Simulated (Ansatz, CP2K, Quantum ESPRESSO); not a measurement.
**One structure in several programs: LaAl (Cmcm, 8 atoms in the cell)**

Self-consistent single point.

```yaml
crystal:
  lattice:
    - [4.83233, -3.97682, 0.00000]
    - [4.83233, 3.97682, 0.00000]
    - [0.00000, 0.00000, 5.85942]
  atoms:
    - { symbol: La, position: [0.48690, 0.15832, 0.75000] }
    - { symbol: La, position: [0.51310, 0.84168, 0.25000] }
    - { symbol: La, position: [0.15832, 0.48690, 0.25000] }
    - { symbol: La, position: [0.84168, 0.51310, 0.75000] }
    - { symbol: Al, position: [0.30168, 0.69832, 0.75000] }
    - { symbol: Al, position: [0.69832, 0.30168, 0.25000] }
    - { symbol: Al, position: [0.00000, 0.00000, 0.50000] }
    - { symbol: Al, position: [0.00000, 0.00000, 0.00000] }
```

Shared settings, as Ansatz (a program for electronic structure) writes them: kpoints.mp_grid.grid = 3 3 4; scf.occupations.method = fermi_dirac; scf.occupations.width = 0.1 eV. Potentials and cutoffs stand in the table.

| code | model | pressure (GPa) | largest force (eV/Å) | cutoff |
|---|---|---|---|---|
| Quantum ESPRESSO | LDA (PZ), GBRV 1.5 ultrasoft (LDA) pseudopotentials | -5.93 | 0.069 | 40 Ry |
| Ansatz | LDA (PW92), PAW files made with PBE | -5.93 | 0.072 | default |
| CP2K | LDA (Pade form), GPW, DZVP-MOLOPT-SR-GTH basis, GTH-PADE potentials (GTH_POTENTIALS) | -5.31 | 0.075 | grid 500 Ry |

Size of the force on each atom (eV/Å): Sizes of forces hide their directions.

```json
[
 {"code": "Quantum ESPRESSO", "La1": "0.069", "La2": "0.069", "La3": "0.069", "La4": "0.069", "Al5": "0.008", "Al6": "0.008", "Al7": "0.000", "Al8": "0.000"},
 {"code": "Ansatz", "La1": "0.072", "La2": "0.072", "La3": "0.072", "La4": "0.072", "Al5": "0.023", "Al6": "0.023", "Al7": "0.000", "Al8": "0.000"},
 {"code": "CP2K", "La1": "0.075", "La2": "0.075", "La3": "0.075", "La4": "0.075", "Al5": "0.071", "Al6": "0.071", "Al7": "0.000", "Al8": "0.000"}
]
```

The spread over the programs that give each value: pressure within 0.62 GPa; largest force within 0.006 eV/Å.

CP2K uses small atom-centred bases, whose incompleteness enters pressures, forces and empty levels differently from a plane-wave cutoff. Ansatz's pressure is given at a fixed set of plane waves, as the other plane-wave codes print theirs. The same LDA comes in different parametrisations, which differ slightly. In the force vectors, CP2K (by 0.086) lies more than 0.08 eV/Å from the median of the plane-wave programs.

The shared mesh is coarse (it stands for a supercell whose shortest vector is 19 Å), so the values are not converged in it.

The starting cell comes from a database of computed structures (which also holds hypothetical and non-ambient phases and stackings), without a prior relaxation at this level. Its lattice was rescaled by a random factor within 2.5 % of one.

Left out of this page: Elk (not drawn, or without a comparable value).

Keys are those of Ansatz 0.2.
